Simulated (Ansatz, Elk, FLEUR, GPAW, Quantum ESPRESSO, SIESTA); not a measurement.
# Code comparison for NiO (Fm-3m, 4 atoms in the cell)

Self-consistent single point, at a second geometry (lattice scaled by 0.98). First geometry:

```
NiO
1.0
    4.28157     2.14079     2.14079
    2.14079     4.28157     2.14079
    2.14079     2.14079     4.28157
Ni O
2 2
Direct
  0.00000   0.00000   0.00000
  0.50000   0.50000   0.50000
  0.25000   0.25000   0.25000
  0.75000   0.75000   0.75000
```
Moments meant for the start (each program seeds them in its own way; μB, in the order of the atoms Ni Ni O O): 2.0 -2.0 0.0 0.0.

Shared settings, as Ansatz (a first-principles code) writes them: kpoints.mp_grid.grid = 7 7 7; scf.occupations.method = fermi_dirac; scf.occupations.width = 0.05 eV. Potentials and cutoffs stand in the table.

```json
[
 {"code": "SIESTA", "model": "GGA PBE, numerical atomic orbitals DZP, PseudoDojo PBE standard norm-conserving potentials (rewritten from UPF to PSML)", "ΔF from the first geometry (meV/atom)": "-23.0", "gap on the mesh (eV)": "1.016", "cutoff": "grid 400 Ry"},
 {"code": "Quantum ESPRESSO", "model": "PBE, PSlibrary PAW (PBE) pseudopotentials", "ΔF from the first geometry (meV/atom)": "-18.9", "gap on the mesh (eV)": "1.072", "cutoff": "55 Ry"},
 {"code": "GPAW", "model": "PBE, GPAW PAW datasets PBE (gpaw-data 1.0.1)", "ΔF from the first geometry (meV/atom)": "-9.6", "gap on the mesh (eV)": "1.077", "cutoff": "950 eV"},
 {"code": "Elk", "model": "PBE, all-electron FP-LAPW, Elk's shipped species files, APW+lo basis with extra local orbitals", "ΔF from the first geometry (meV/atom)": "–", "gap on the mesh (eV)": "1.057", "cutoff": "rgkmax 7.5"},
 {"code": "Ansatz", "model": "PBE, PAW files", "ΔF from the first geometry (meV/atom)": "-20.5", "gap on the mesh (eV)": "–", "cutoff": "default"},
 {"code": "FLEUR", "model": "PBE, all-electron FLAPW (FLEUR), scalar-relativistic valence", "ΔF from the first geometry (meV/atom)": "-17.8", "gap on the mesh (eV)": "1.051", "cutoff": "Kmax 4.5 1/bohr"}
]
```

A dash marks a value that a program does not give, or that is left out as unsure.

No gap is tabulated for Ansatz: it is not read from that output, or partly filled or unconverged empty levels leave it unsure.

Gaps are read on the mesh.

On Ansatz's run: the magnetic order is the one reached from the typed start; others were not searched systematically.

The spread over the programs that give each value: ΔF from the first geometry within 13.4 meV/atom; gap on the mesh within 0.061 eV.

SIESTA uses small atom-centred bases, whose incompleteness enters pressures, forces and empty levels differently from a plane-wave cutoff. Elk and FLEUR treat all electrons, but the usual bases taken here (sphere radii, linearisation, local orbitals, empty states) were not tested for convergence, so the values are no reference for the others. 

The starting cell has typed, rounded lattice constants, without a prior relaxation at this level. Its lattice was rescaled by a random factor within 2.5 % of one. For this run, on top of that: lattice scaled by 0.98.

Left out of this page: ABINIT (with a known weakness of the program).

Keys are those of Ansatz 0.2.
